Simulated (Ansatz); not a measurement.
The starting structures come from a database of crystals and need not be the phases stable at ambient conditions.

The decay constant κ of evanescent states in the gap governs leakage through a thin film.

Data:

```xyz
10
Lattice="5.2524 0.0000 0.0000 0.8703 7.0603 0.0000 -2.1911 3.5301 2.3988" Properties=species:S:1:pos:R:3 pbc="T T T"
Al     0.0000     0.0000     0.0000
Al     0.4351     3.5301     0.0000
Al     3.4899     2.1661     0.0000
Al     2.6328     4.8942     0.0000
O     -0.0532     6.6494     1.6208
O      3.9848     3.9411     0.7780
O      1.5067     4.1362     1.4690
O      2.4249     6.4543     0.9298
O      3.8575     8.8112     1.7078
O      0.0742     1.7792     0.6910
```

Space group of this cell: R-3. The cell is taken as given; by r2SCAN its mean pressure is 0.8 GPa.

Transport runs along the normal of the first two printed cell vectors, the (110) plane of the conventional cell.

The gap is the functional's own. No spin-orbit coupling. Mid-gap values are interpolated on the energy grid.

Q: Estimate the band gap and the smallest decay constant κ at mid-gap that r2SCAN in Ansatz (a program for electronic structure) returns for this system.

A: Gap 6.93 eV on a 12×12×12 mesh; κ = 0.409 1/Å, at the zone centre.
